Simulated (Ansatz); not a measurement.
# C (model structure, P6₂22, No. 180, 3 atoms in the cell)

These are HSE06 (PAW; Ansatz, a program for electronic structure) values and carry that method's errors.

Settings: plane-wave cutoff 460 eV, 12×12×10 k mesh (along the axes of the cell as run), Fermi–Dirac smearing 0.01 eV, scalar-relativistic PAW data made under PBE.

Cell (relaxed with PBEsol):

C is taken in the hexagonal space group P6₂22 (No. 180), Pearson symbol hP3. Lattice parameters: a = 2.5924 Å, b = 2.5924 Å, c = 2.7831 Å, α = 90.00°, β = 90.00°, γ = 120.00°. C on 3c has 4 C at 1.594 Å. (Neighbours: up to the widest gap in distance over summed covalent radii, below 1.35, at either atom.)

```
Item                                                                          Value
-------------------------------------------  --------------------------------------
band gap                                     2.89 eV (on the SCF k mesh) (indirect)
smallest direct gap on the k points sampled                                 5.92 eV
direct gap at Γ                                                            10.37 eV
```

Note: the relaxation could raise the start's symmetry but not lower it, so the cell can be a saddle point; cell and atoms aren't relaxed at this level (pressure -4.3 GPa).

Cost on a shared machine: very roughly 120 core-seconds.

A model structure was made by putting elements into a prototype or built by hand; it is no filed structure, need not be a known phase, and can be a saddle point held by its symmetry.
